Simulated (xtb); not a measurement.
xtb 6.7.1, GFN2-xTB: CN(B(O)O)[Si](Cl)(Cl)Cl, 14 atoms. The geometry is a generated start, not checked to be a minimum at this level.

```yaml
run_flags: --grad
method: GFN2-xTB
"--acc": 1 (default)
"--etemp (K)": 300 (default)
basis_functions: 65
valence_electrons: 54
```

```xyz
14

Si     1.6517     0.4626     0.0863
Cl     1.7549     1.9042     1.5080
Cl     2.1176     1.3262    -1.6865
Cl     2.9798    -0.9840     0.5038
N      0.0646    -0.2166     0.0484
C     -0.0833    -1.6778     0.0387
B     -1.1511     0.5664    -0.0704
O     -1.1747     1.9221    -0.1250
O     -2.3347    -0.0912    -0.1362
H      0.3181    -2.0969    -0.8854
H     -1.1416    -1.9101     0.1031
H      0.4366    -2.1233     0.8863
H     -0.3581     2.4120    -0.0581
H     -3.0798     0.5063    -0.2128
```

One run each on 1 thread. Values of broydamp tried: 0.02, 0.05, 0.1, 0.2, 0.4 (default), 0.6, 0.8, 1.

**Question.** How does the count of SCC iterations change with broydamp, and where is it least?

**Answer.** Fewest SCC iterations, within one of each other: 0.4 (default) with 17, 0.6 with 16, 0.8 with 16, 1 with 16. The count rises to 27 at 0.02. All converge to one solution.

```csv
broydamp,SCC iterations,end
0.02,27,same solution
0.05,24,same solution
0.1,23,same solution
0.2,19,same solution
0.4 (default),17,same solution
0.6,16,same solution
0.8,16,same solution
1,16,same solution
```
